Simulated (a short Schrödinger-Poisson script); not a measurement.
System: MOS inversion layer, SiO2 on p-type InP, at 300 K.

| layer | material | thickness (nm) | Na (cm⁻³) |
|---|---|---|---|
| 1 | SiO2 | 2.9 | - |
| 2 | InP | 310 | 2.4e18 |

Constants are typed, rounded textbook-type inputs, not results; the design itself was drawn at random and stands for no fabricated device. SiO2: permittivity 3.9, conduction-band edge (eV) 3.48, gap (eV) 9, electron mass (mₑ) 0.5. InP: permittivity 12.5, conduction-band edge (eV) 0, gap (eV) 1.344, Nv at 300 K (cm⁻³) 1.1e19.

Channel valleys (confinement mass, in-plane density-of-states mass, number): Γ 0.08, 0.08, 1. At the gate the conduction-band edge of layer 1 lies 4.03 eV − eVg above the Fermi level of the channel; the field vanishes at the back. Gaps are held at their typed values at every temperature. Mesh 0.03 nm at interfaces.

From a short Schrödinger-Poisson script (our own, NumPy): 1D Poisson equation in equilibrium, electrons quantum, Hartree (BenDaniel-Duke, 12 states a valley, the channel's in-plane mass for all, wave functions free to enter the dielectric), parabolic valleys, classical holes, full ionisation, no traps, pinning or gate leakage.

Problem. List the lowest subbands of each valley and their electrons at Vg = 2.9 V.

Solution. 
```tsv
valley	subband	energy from the Fermi level (meV)	electrons (cm⁻²)	share (%)
Γ	0	-167.8	5.61e12	100.0
Γ	1	153.9	2.24e9	0.0
Γ	2	386.0	< 1e6	0.0
```

All electrons: 5.61e12 cm⁻². Above a few 1e12 electrons/cm² a light Γ valley is non-parabolic and upper valleys begin to fill, which the model leaves out.
